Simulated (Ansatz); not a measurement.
# BiTe (R-3m, No. 166, 2 atoms in the cell; start mp-1227339; a measured phase of this formula has another space group): c axis length by level of theory

No measured value is used here.

```
level (code)            value (Å)
---------------------  ----------
LDA (Ansatz)                9.544
PBE (Ansatz)                9.982
PBEsol (Ansatz)        (withheld)
PBE-D3(BJ) (Ansatz)         9.528
r²SCAN (Ansatz)        (withheld)
r²SCAN+rVV10 (Ansatz)       9.741
```

Fill in the missing entries.


- PBEsol (Ansatz, a quantum-chemistry and plane-wave program), value (Å): 9.584
- r²SCAN (Ansatz), value (Å): 9.927

Density-functional levels without +SOC have no spin–orbit coupling. LDA, PBE, PBEsol, PBE-D3(BJ), r²SCAN, r²SCAN+rVV10: the relaxation could not lower the start's symmetry, so the cell can be a saddle point above a distorted one. Cutoffs differ between the levels. Ansatz's density-functional and Hartree–Fock values are scalar-relativistic unless marked +SOC, with PAW data made under PBE.

A start named mp-… is a Materials Project structure, which need not be a measured phase.
